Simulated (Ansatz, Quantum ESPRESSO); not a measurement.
**Code comparison for Ca₂Si (Fm-3m, 3 atoms in the cell)**

Zone-centre phonon calculation.

```
CELL_PARAMETERS angstrom
      0.00000     3.58523     3.58523
      3.58523     0.00000     3.58523
      3.58523     3.58523     0.00000
ATOMIC_POSITIONS crystal
  Ca 0.75000 0.75000 0.75000
  Ca 0.25000 0.25000 0.25000
  Si 0.00000 0.00000 0.00000
```

Shared settings, as Ansatz (a quantum-chemistry and plane-wave program) writes them: kpoints.mp_grid.grid = 8 8 8; scf.occupations.method = fixed. Potentials and cutoffs stand in the table.

```
code                                                            model  highest zone-centre frequency, without LO-TO term (cm⁻¹)  mean ε∞ at this mesh  cutoff
----------------  ---------------------------------------------------  --------------------------------------------------------  --------------------  ------
Ansatz                    LDA (PW92), default PAW files made with PBE                                                       202                  12.7  420 eV
Quantum ESPRESSO  LDA (PZ), GBRV 1.5 ultrasoft (LDA) pseudopotentials                                                       203                  13.5   40 Ry
```

The spread over the programs that give each value: highest zone-centre frequency, without LO-TO term within 1.0 cm⁻¹; mean ε∞ at this mesh within 0.80 .

The same LDA comes in different parametrisations, which differ slightly.

The starting cell comes from a database of computed structures (which also holds hypothetical and non-ambient phases and stackings), without a prior relaxation at this level.

Keys are those of Ansatz 0.2.
